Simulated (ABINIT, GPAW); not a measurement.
A GPAW input for a self-consistent single point of Fe3Rh (Fm-3m, 4 atoms in the cell) (DFT PBEsol, plane waves, GPAW PAW datasets PBEsol (made by gpaw-setup)):

```python
from ase import Atoms
from ase.units import GPa
from gpaw import GPAW

atoms = Atoms(['Fe', 'Fe', 'Fe', 'Rh'],
              cell=[[0.000000, 2.956486, 2.956486],
                    [2.956486, 0.000000, 2.956486],
                    [2.956486, 2.956486, 0.000000]],
              scaled_positions=[[0.750000, 0.750000, 0.750000],
                                [0.250000, 0.250000, 0.250000],
                                [0.000000, 0.000000, 0.000000],
                                [0.500000, 0.500000, 0.500000]],
              pbc=True)

atoms.set_initial_magnetic_moments([4.0, 4.0, 4.0, 1.0])

calc = GPAW(spinpol=True,
            mode={'name': 'pw', 'ecut': 850},
            xc='PBEsol',
            kpts={'size': (8, 8, 8), 'gamma': True},
            occupations={'name': 'methfessel-paxton', 'width': 0.272, 'order': 0},
            nbands=-10,
            symmetry={'symmorphic': False, 'tolerance': 0.0005},
            maxiter=120,
            txt='-')

atoms.calc = calc

energy = atoms.get_potential_energy()
print('Energy (eV):', round(energy, 6))
forces = atoms.get_forces()
print('Forces (eV/Ang):')
print(forces.round(5))
stress = atoms.get_stress()
print('Stress (GPa, Voigt):', (stress / GPa).round(4))
```

Write the same calculation as an input for ABINIT.

One input that does it (others would too):

```
# Fe3Rh, PseudoDojo nc-sr-04 PBEsol standard
pp_dirpath "./"
pseudos "Fe.upf, Rh.upf"
acell 4.1811025982 4.1811025982 4.1811025982 Angstrom
rprim
        -0.0000000000    0.7071067812    0.7071067812
         0.7071067812   -0.0000000000    0.7071067812
         0.7071067812    0.7071067812   -0.0000000000
natom 4
ntypat 2
znucl 26 45
typat 1 1 1 2
xred
         0.7500000000    0.7500000000    0.7500000000
         0.2500000000    0.2500000000    0.2500000000
         0.0000000000    0.0000000000    0.0000000000
         0.5000000000    0.5000000000    0.5000000000
ecut 45 Ha
nsppol 2
spinat
      0 0 4
      0 0 4
      0 0 4
      0 0 1
occopt 7
tsmear 0.00999582
nband 49
kptopt 1
ngkpt 8 8 8
nshiftk 1
shiftk 0 0 0
nstep 50
tolvrs 1.0e-10
prtwf 0
prtden 0
enunit 2
```

Basis, cutoffs, solver keys and any potentials are the target program's own. This input uses DFT, PBEsol, plane waves, norm-conserving pseudopotentials (PseudoDojo nc-sr-04 PBEsol standard). Both were run: pressure -9.94 GPa in GPAW and -10.77 in ABINIT; size of the net moment 2.29 μB/atom in GPAW and 2.33 in ABINIT.

On GPAW: the starting cell comes from a database of computed structures (which also holds hypothetical and non-ambient phases and stackings), without a prior relaxation at this level. Its lattice was rescaled by a random factor within 2.5 % of one. The magnetic order is the one reached from the typed start; others were not searched systematically. With a pressure of about -10 GPa the cell is away from its equilibrium volume at this level.

On ABINIT: the starting cell comes from a database of computed structures (which also holds hypothetical and non-ambient phases and stackings), without a prior relaxation at this level. Its lattice was rescaled by a random factor within 2.5 % of one. The magnetic order is the one reached from the typed start; others were not searched systematically. With a pressure of about -11 GPa the cell is away from its equilibrium volume at this level.
